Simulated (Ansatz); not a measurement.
```yaml
crystal:
  lattice:
    - [3.59424, 0.00000, 0.00000]
    - [-1.79712, 3.11270, 0.00000]
    - [0.00000, 0.00000, 70.52526]
  atoms:
    - { symbol: Sn, position: [0.00000, 0.00000, 0.99999] }
    - { symbol: C, position: [0.00000, 0.00000, 0.03131] }
    - { symbol: Sn, position: [0.66667, 0.33333, 0.04166] }
    - { symbol: C, position: [0.66667, 0.33333, 0.07292] }
    - { symbol: Sn, position: [0.33333, 0.66667, 0.08331] }
    - { symbol: C, position: [0.33333, 0.66667, 0.11458] }
    - { symbol: Sn, position: [0.00000, 0.00000, 0.12496] }
    - { symbol: C, position: [0.00000, 0.00000, 0.15621] }
    - { symbol: Sn, position: [0.66667, 0.33333, 0.16664] }
    - { symbol: C, position: [0.66667, 0.33333, 0.19794] }
    - { symbol: Sn, position: [0.00000, 0.00000, 0.20833] }
    - { symbol: C, position: [0.00000, 0.00000, 0.23961] }
    - { symbol: Sn, position: [0.66667, 0.33333, 0.25001] }
    - { symbol: C, position: [0.66667, 0.33333, 0.28131] }
    - { symbol: Sn, position: [0.00000, 0.00000, 0.29166] }
    - { symbol: C, position: [0.00000, 0.00000, 0.32290] }
    - { symbol: Sn, position: [0.33333, 0.66667, 0.33333] }
    - { symbol: C, position: [0.33333, 0.66667, 0.36464] }
    - { symbol: Sn, position: [0.00000, 0.00000, 0.37499] }
    - { symbol: C, position: [0.00000, 0.00000, 0.40625] }
    - { symbol: Sn, position: [0.66667, 0.33333, 0.41664] }
    - { symbol: C, position: [0.66667, 0.33333, 0.44791] }
    - { symbol: Sn, position: [0.33333, 0.66667, 0.45830] }
    - { symbol: C, position: [0.33333, 0.66667, 0.48955] }
    - { symbol: Sn, position: [0.00000, 0.00000, 0.49997] }
    - { symbol: C, position: [0.00000, 0.00000, 0.53127] }
    - { symbol: Sn, position: [0.33333, 0.66667, 0.54166] }
    - { symbol: C, position: [0.33333, 0.66667, 0.57294] }
    - { symbol: Sn, position: [0.00000, 0.00000, 0.58334] }
    - { symbol: C, position: [0.00000, 0.00000, 0.61464] }
    - { symbol: Sn, position: [0.33333, 0.66667, 0.62499] }
    - { symbol: C, position: [0.33333, 0.66667, 0.65623] }
    - { symbol: Sn, position: [0.66667, 0.33333, 0.66666] }
    - { symbol: C, position: [0.66667, 0.33333, 0.69798] }
    - { symbol: Sn, position: [0.33333, 0.66667, 0.70832] }
    - { symbol: C, position: [0.33333, 0.66667, 0.73958] }
    - { symbol: Sn, position: [0.00000, 0.00000, 0.74997] }
    - { symbol: C, position: [0.00000, 0.00000, 0.78124] }
    - { symbol: Sn, position: [0.66667, 0.33333, 0.79163] }
    - { symbol: C, position: [0.66667, 0.33333, 0.82288] }
    - { symbol: Sn, position: [0.33333, 0.66667, 0.83331] }
    - { symbol: C, position: [0.33333, 0.66667, 0.86460] }
    - { symbol: Sn, position: [0.66667, 0.33333, 0.87499] }
    - { symbol: C, position: [0.66667, 0.33333, 0.90628] }
    - { symbol: Sn, position: [0.33333, 0.66667, 0.91667] }
    - { symbol: C, position: [0.33333, 0.66667, 0.94798] }
    - { symbol: Sn, position: [0.66667, 0.33333, 0.95833] }
    - { symbol: C, position: [0.66667, 0.33333, 0.98957] }
```

The numbers are results of PBE (plane waves to 420 eV, PAW; Ansatz, an electronic-structure program), not measurements. No spin–orbit coupling. Its k-point mesh 9×9×1, Fermi–Dirac width 0.01 eV.

### Question
Which polytype is this, and how does it compare with the cubic form?

### Answer
SnC 24R (hccchhhc), stacking ACBACACABACBABABCBACBCBC, hexagonality 50 %, space group R3m (a stacking that need not occur in nature); -1.2 meV/atom against 3C, layer spacing over a = 0.8176 (ideal 0.8165).
